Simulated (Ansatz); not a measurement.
## MgO (space group R-3m, No. 166; a cell from a computed database, its experimental status unchecked)

```xyz
16
Lattice="1.4839 0.8567 19.7920 -1.4839 0.8567 19.7920 0.0000 -1.7135 19.7920" Properties=species:S:1:pos:R:3 pbc="T T T"
Mg     0.0000     0.0000    22.3035
Mg     0.0000     0.0000    37.0725
Mg     0.0000     0.0000    47.0435
Mg     0.0000     0.0000    12.3325
Mg     0.0000     0.0000    54.3528
Mg     0.0000     0.0000     5.0232
Mg     0.0000     0.0000    29.6880
Mg     0.0000     0.0000     0.0000
O      0.0000     0.0000     8.6778
O      0.0000     0.0000    50.6983
O      0.0000     0.0000    26.0335
O      0.0000     0.0000    33.3426
O      0.0000     0.0000    18.5772
O      0.0000     0.0000    40.7988
O      0.0000     0.0000    15.9836
O      0.0000     0.0000    43.3924
```

All numbers come from PBEsol in Ansatz (plane waves to 420 eV, PAW, without spin-orbit coupling). Settings: 10×10×10 k-points, 0.05 eV Fermi–Dirac smearing.

```yaml
volume_per_atom: 9.44 Å³
density: 3.55 g/cm³
band_gap: 4.01 eV, indirect, Γ–S₀ (15 % along) → Γ
electron_mass: 0.56 mₑ along c, 0.34 mₑ across
Lowest conduction-band minima above the VBM: Γ 4.01 eV
total_energy: -1237.876 eV/atom (σ→0; compares only within this code and set-up)
```

Masses are band curvatures over ±0.01 Å⁻¹ around the edge. Whether these cells are dynamically stable was not tested. This is not the structure that MgO has at room temperature and ambient pressure.

Ansatz is a program for electronic structure.
